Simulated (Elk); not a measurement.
A self-consistent single point of KI (Fm-3m, 2 atoms in the cell) with Elk.

Method of the run: PBE, spin-orbit coupling in second variation, all-electron FP-LAPW, Elk's shipped species files, default APW+lo basis run with Elk.

```
CELL_PARAMETERS angstrom
      0.00000     3.55660     3.55660
      3.55660     0.00000     3.55660
      3.55660     3.55660     0.00000
ATOMIC_POSITIONS crystal
  K  0.00000 0.00000 0.00000
  I  0.50000 0.50000 0.50000
```

Reference input (self-consistent single point, DFT, PBE, all-electron FP-LAPW, Elk's shipped species files, default APW+lo basis): xctype = 20; swidth = 0.00183747 Ha; ngridk = 7 7 7; maxscl = 100. This run's input differs from it in these lines:

```diff
@@ -5,2 +5,11 @@
   20
+
+spinorb
+  .true.
+
+lmaxi
+  3
+
+nempty
+  10
```

Output, abridged:

```
│ Self-consistent loop started │
│ Loop number : 1 │
 total energy                :     -7727.67577564
 total moment                :   0.3968072819E-23  0.3206534109E-23  0.2706198604E-23
│ Loop number : 2 │
 total energy                :     -7727.62168958
 total moment                :  -0.1488824416E-23 -0.2800028604E-22  0.2093053532E-24
RMS change in Kohn-Sham potential (target) :   0.1594314321     (  0.1000000000E-05)
Absolute change in total energy (target)   :   0.5408606145E-01 (  0.1000000000E-03)
│ Loop number : 3 │
 total energy                :     -7725.01945847
   [... lines left out ...]
 total energy                :     -7721.43768178
 total moment                :  -0.5824943499E-23  0.8653326574E-23  0.2307649433E-23
RMS change in Kohn-Sham potential (target) :   0.8753890467E-07 (  0.1000000000E-05)
Absolute change in total energy (target)   :   0.1150554026E-03 (  0.1000000000E-03)
│ Loop number : 14 │
 total energy                :     -7721.43768302
 total moment                :   0.3900844299E-23 -0.2099185795E-22  0.1574522242E-23
RMS change in Kohn-Sham potential (target) :   0.1813237549E-07 (  0.1000000000E-05)
Absolute change in total energy (target)   :   0.2752668479E-04 (  0.1000000000E-03)
Convergence targets achieved

│ Loop number : 15 │

Energies :
 Fermi                       :     0.473709504334E-01
 xc effective B-field        :    -0.186520145074E-10
 external B-field            :      0.00000000000
 total energy                :     -7721.43768304
 (external B-field energy excluded from total)

Density of states at Fermi energy :   0.5442503895E-07
 (states/Hartree/unit cell)

Estimated indirect band gap :   0.1338136653
 from k-point      1 to k-point      1
Estimated direct band gap   :   0.1338136653
 at k-point      1

Charges :
 core                        :    46.00000000
 valence                     :    26.00000000
 interstitial                :    3.435121656
 muffin-tins (core leakage)
  species :    1 (K)
   atom    1                 :    17.58622465     (  0.1135950516E-06)
  species :    2 (I)
   [... lines left out ...]
 muffin-tins
  species :    1 (K)
   atom    1                 :   0.3304770811E-23  0.2850658028E-23 -0.6166475275E-27
  species :    2 (I)
   atom    1                 :   0.5243657486E-24 -0.7982157605E-24  0.4690029761E-24
 total in muffin-tins        :   0.3829136559E-23  0.2052442267E-23  0.4683863286E-24
 total moment                :   0.4207570402E-23  0.4200775132E-24  0.2497955636E-25

│ Self-consistent loop stopped │
```

The run converged in 15 iterations. The count includes the last loop, which Elk runs after its targets are met. Against the reference run the gap on the mesh goes from 3.952 to 3.641 eV.

The starting cell comes from a database of computed structures (which also holds hypothetical and non-ambient phases and stackings), without a prior relaxation at this level. Its lattice was rescaled by a random factor within 2.5 % of one. Values depend on the basis (sphere radii, cutoffs, local orbitals), which need not be converged.

These are the values that this program gave, and no reference: the basis lacks p1/2 orbitals, which heavy p elements need under spin-orbit coupling.
